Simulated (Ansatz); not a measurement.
**Functionals side by side, with their cost (level): GaN (P6_3mc, 4 atoms in the cell)**

```
CELL_PARAMETERS angstrom
      3.14014     0.00000     0.00000
     -1.57007     2.71944     0.00000
      0.00000     0.00000     5.11292
ATOMIC_POSITIONS crystal
  Ga 0.66667 0.33333 0.49908
  Ga 0.33333 0.66667 0.99908
  N  0.66667 0.33333 0.87592
  N  0.33333 0.66667 0.37592
```

Program: Ansatz (an electronic-structure program), default PAW files made with PBE; each row names its functional.

Base settings: basis.ecutwfc = 420 eV; kpoints.mp_grid.grid = 7 7 3; hamiltonian.xc = hse06; hamiltonian.pseudopotentials = {kind: paw} (the program's default PAW files); scf.occupations.method = fixed.

Differences are taken from HSE06, a reference of convenience: it is no measurement, and no ranking of the functionals follows.

Core times come from one kind of shared machine and are given to one figure; runs under 30 s give none.

The starting cell comes from a database of computed structures (which also holds hypothetical and non-ambient phases and stackings), without a prior relaxation at this level. Its lattice was rescaled by a random factor within 2.5 % of one. In the base run, with a pressure of about 9 GPa the cell is away from its equilibrium volume at this level. Ansatz's pressure includes its estimate of the finite-basis (Pulay) stress.

| level | gap on the mesh less reference (eV) | pressure less reference (GPa) | core time / reference (rough) |
|---|---|---|---|
| PBE | -1.304 | 6.25 | – |
| PBE0 | 0.699 | -0.14 | 1.0 |
| HSE06 | 0.000 | 0.00 | 1 |

Keys are those of Ansatz 0.2.
